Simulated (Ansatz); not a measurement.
# Response to strain in TiN

Base system: TiN in the rock salt structure (space group Fm-3m, No. 225; a = 4.2339 Å; relaxed with 0.1 eV smearing). Axes: x, y, z lie along the cube axes.

Strains are applied to the cell and any free atomic positions relax.

Level of theory: r2SCAN, PAW, 500 eV (Ansatz, an electronic-structure program; scalar-relativistic without spin-orbit coupling), earlier PAW set.

Candidates:
(a) isotropic strain −5.31 %
(b) isotropic strain −1.15 %
(c) strain tensor (xx, yy, zz, yz, xz, xy) = (−0.52, +1.59, −0.54, +0.06, +0.63, +0.54) %
(d) tensor shear ε_xy = +2.74 %
(e) uniaxial strain ε_yy = +0.33 %

Notes on the quantities. energy relative to the base: free energy F.

Task: Order them by energy relative to the base, lowest first.

Result: (e) uniaxial strain ε_yy = +0.33 % (+0.2 meV/atom), (c) strain tensor (xx, yy, zz, yz, xz, xy) = (−0.52, +1.59, −0.54, +0.06, +0.63, +0.54) % (+5.8 meV/atom), (b) isotropic strain −1.15 % (+11 meV/atom), (d) tensor shear ε_xy = +2.74 % (+16 meV/atom), (a) isotropic strain −5.31 % (+0.264 eV/atom)

Whether these cells are dynamically stable was not tested. All final runs are without spin polarisation. An odd electron count without spin: TiN.
